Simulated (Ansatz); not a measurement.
# A computed series for BN: response to strain

Base system: BN (space group P6_3/mmc, No. 194; a = 2.5064 Å, c = 6.6147 Å; layered, stacked along the Cartesian z axis). Axes: x lies along a and z along c of the hexagonal cell.

Strains are applied to the cell and any free atomic positions relax; under biaxial strain the out-of-plane vector relaxes too.

All numbers come from PBE-D3(BJ) (Ansatz, a program for electronic structure; PAW; 420 eV plane waves; no spin-orbit coupling).

```tsv
variant	out-of-plane strain	width of the top valence band
base	–	3.22 eV
biaxial strain +0.60 %, plane normal [001], relaxed out of plane	+0.02 %	3.19 eV
biaxial strain +1.20 %, plane normal [001], relaxed out of plane	+0.10 %	3.18 eV
biaxial strain +1.80 %, plane normal [001], relaxed out of plane	+0.14 %	3.17 eV
biaxial strain +2.40 %, plane normal [001], relaxed out of plane	+0.21 %	3.16 eV
biaxial strain +3.00 %, plane normal [001], relaxed out of plane	+0.25 %	3.15 eV
```

The levels and masses belong to the bands next to the band gap. No phonon test of stability was made.
